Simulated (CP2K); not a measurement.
Band structure of In2CuSe3Br (P1, 7 atoms in the cell).

```yaml
crystal:
  lattice:
    - [5.70610, 0.00000, 0.00000]
    - [-0.02765, 5.76427, 0.00000]
    - [-2.78932, -2.87888, 5.78477]
  atoms:
    - { symbol: In, position: [0.25494, 0.75296, 0.47165] }
    - { symbol: In, position: [0.97456, 0.02350, 0.01431] }
    - { symbol: Cu, position: [0.53406, 0.47359, 0.01987] }
    - { symbol: Se, position: [0.83346, 0.87241, 0.25431] }
    - { symbol: Se, position: [0.40476, 0.35732, 0.25337] }
    - { symbol: Se, position: [0.62421, 0.15238, 0.73606] }
    - { symbol: Br, position: [0.12401, 0.61784, 0.75042] }
```

Method: CP2K 2026.2 with LDA (Pade form), GPW, DZVP-MOLOPT-SR-GTH basis, GTH-PADE potentials (GTH_POTENTIALS).

Settings: CUTOFF = 600 Ry; REL_CUTOFF = 60 Ry; SMEAR/METHOD = GAUSSIAN; SIGMA = 0.02 eV; KPOINTS/SCHEME = MONKHORST-PACK 3 3 3; XC_FUNCTIONAL = PADE; In/BASIS_SET = DZVP-MOLOPT-SR-GTH-q13; In/POTENTIAL = GTH-PADE-q13; Cu/BASIS_SET = DZVP-MOLOPT-SR-GTH-q11; Cu/POTENTIAL = GTH-PADE-q11; Se/BASIS_SET = DZVP-MOLOPT-SR-GTH-q6; Se/POTENTIAL = GTH-PADE-q6; Br/BASIS_SET = DZVP-MOLOPT-SR-GTH-q7; Br/POTENTIAL = GTH-PADE-q7.

The starting cell comes from a database of computed structures (which also holds hypothetical and non-ambient phases and stackings), without a prior relaxation at this level. Its lattice was rescaled by a random factor within 2.5 % of one. Values carry the incompleteness of an atom-centred basis.

Predict the gap along the standard path and the places of the band edges.

The gap along the path is 0.47 eV, direct at Γ to within 0.01 eV.

Levels in eV from the top of the valence band on the SCF mesh, bands 28 to 32:
| point | 28 | 29 | 30 | 31 | 32 |
|---|---|---|---|---|---|
| X | -1.23 | -1.01 | -0.70 | -0.27 | 2.23 |
| Γ | -1.23 | -0.46 | -0.15 | 0.00 | 0.47 |

Higher empty bands are left out: an atom-centred basis made for the valence describes them poorly.
